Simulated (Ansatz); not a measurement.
## Bulk modulus of WRe3 (I4/mmm, No. 139, 4 atoms in the cell; start mp-974416) at several levels of theory

No measured value is used here.

```tsv
level (code)	value (GPa)	cell (Å³/atom)
LDA (Ansatz)	381	14.67
PBEsol (Ansatz)	367	14.91
r²SCAN (Ansatz)	364	15.08
```

Density-functional levels without +SOC have no spin–orbit coupling. LDA, PBEsol, r²SCAN: the run has no spin polarisation, so it can have missed a magnetic state. LDA, PBEsol, r²SCAN: the bulk modulus is −V dP/dV from two relaxed cells at ±2 % in volume. LDA, PBEsol, r²SCAN: the relaxation could not lower the start's symmetry, so the cell can be a saddle point above a distorted one. Each level is taken at its own relaxed cell. Cutoffs differ between the levels. Ansatz's density-functional and Hartree–Fock values are scalar-relativistic unless marked +SOC, with PAW data made under PBE.

A start named mp-… is a Materials Project structure, which need not be a measured phase.

Ansatz is a quantum-chemistry and plane-wave program.
